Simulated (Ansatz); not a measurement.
Reference: NbSi2 (P6_422), PBEsol, DFPT electron-phonon coupling, linearised Boltzmann equation (plane waves, PAW, scalar-relativistic; Ansatz, a quantum-chemistry and plane-wave program); geometry: relaxed with this functional, without spin-orbit coupling.

```cif
data_Nb3Si6
_chemical_formula_sum 'Nb3 Si6'
_space_group_name_H-M_alt 'P6422'
_space_group_IT_number 181
_space_group_name_Hall 'P 64 2 (0 0 2)'
_cell_length_a 4.77054
_cell_length_b 4.77054
_cell_length_c 6.56797
_cell_angle_alpha 90.000
_cell_angle_beta 90.000
_cell_angle_gamma 120.000
loop_
_atom_site_label
_atom_site_type_symbol
_atom_site_symmetry_multiplicity
_atom_site_Wyckoff_symbol
_atom_site_fract_x
_atom_site_fract_y
_atom_site_fract_z
_atom_site_occupancy
Nb1 Nb 3 c 0.50000 0.00000 0.00000 1
Si1 Si 6 i 0.15951 0.31903 0.00000 1
```

| Quantity | Result |
|---|---|
| resistivity at 300 K | 34 μΩ·cm |
| electron-phonon coupling λ | 0.36 |
| logarithmic mean phonon energy | 28 meV |

Q: Swap Nb for Ta, keeping the structure type. How do these values move?

A: TaSi$_{2}$ (P6_422): volume per atom 14.4 to 14.3 Å³; resistivity at 300 K stays about the same (34 μΩ·cm to 33 μΩ·cm); electron-phonon coupling λ rises (0.36 to 0.38); logarithmic mean phonon energy falls (28 meV to 23 meV).

Moves up to 5 % count as about the same. Metals; harmonic phonons alone scatter; means over directions. Halving the electron mesh moves these values by up to 3 %; q meshes are mostly untested. Spin-orbit coupling is left out.

The missing spin-orbit coupling matters most for TaSi2 (P6_422).
